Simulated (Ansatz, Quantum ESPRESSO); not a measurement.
Code comparison for NaPdO3 (P1, 5 atoms in the cell)

Self-consistent single point, at a second geometry (atoms moved at random). First geometry:

```
NaPdO3
1.0
    4.01470     0.00000     0.00000
    0.00000     4.01470     0.00000
    0.00000     0.00000     4.01470
Na Pd O
1 1 3
Direct
  0.00000   0.00000   0.00000
  0.50000   0.50000   0.50000
  0.50000   0.50000   0.00000
  0.50000   0.00000   0.50000
  0.00000   0.50000   0.50000
```
Moments meant for the start (each program seeds them in its own way; μB, in the order of the atoms Na Pd O O O): 0.0 1.0 0.0 0.0 0.0.

Second geometry:
```
CELL_PARAMETERS angstrom
      4.01470     0.00000     0.00000
      0.00000     4.01470     0.00000
      0.00000     0.00000     4.01470
ATOMIC_POSITIONS crystal
  Na 0.99644 0.99530 0.00427
  Pd 0.50274 0.51332 0.50908
  O  0.49409 0.50113 0.01159
  O  0.49722 0.99540 0.48874
  O  0.00952 0.49485 0.48632
```
Moments meant for the start (each program seeds them in its own way; μB, in the order of the atoms Na Pd O O O): 0.0 1.0 0.0 0.0 0.0.

Shared settings, as Ansatz (an electronic-structure program) writes them: kpoints.mp_grid.grid = 9 9 9; scf.occupations.method = gaussian; scf.occupations.width = 0.136 eV. Potentials and cutoffs stand in the table.

```
code                                                             model  ΔF from the first geometry (meV/atom)  pressure (GPa)  largest force (eV/Å)  size of the net moment (μB/atom)  cutoff
----------------  ----------------------------------------------------  -------------------------------------  --------------  --------------------  --------------------------------  ------
Ansatz                                 PBEsol, PAW files made with PBE                                    3.6           -8.32                 0.717                              0.38  420 eV
Quantum ESPRESSO  PBEsol, GBRV 1.5 ultrasoft (PBESOL) pseudopotentials                                    4.0           -6.43                 0.790                              0.38   40 Ry
```

Size of the force on each atom (eV/Å): Sizes of forces hide their directions.

| code | Na1 | Pd2 | O3 | O4 | O5 |
|---|---|---|---|---|---|
| Ansatz | 0.109 | 0.717 | 0.638 | 0.584 | 0.553 |
| Quantum ESPRESSO | 0.109 | 0.790 | 0.655 | 0.668 | 0.589 |

On Ansatz's run: the magnetic order is the one reached from the typed start; others were not searched systematically.

The spread over the programs that give each value: ΔF from the first geometry within 0.4 meV/atom; pressure within 1.89 GPa; largest force within 0.073 eV/Å; size of the net moment within 0.00 μB/atom.

Ansatz's pressure is given at a fixed set of plane waves, as the other plane-wave codes print theirs; with its correction for the finite basis it is -7.96 GPa (the shift of 0.36 GPa shows how far the cutoff is from converged).

The starting cell comes from a database of computed structures (which also holds hypothetical and non-ambient phases and stackings), without a prior relaxation at this level. Its lattice was rescaled by a random factor within 2.5 % of one. For this run, on top of that: atoms moved at random.

Left out of this page: SIESTA (failed or unconverged).

Keys are those of Ansatz 0.2.
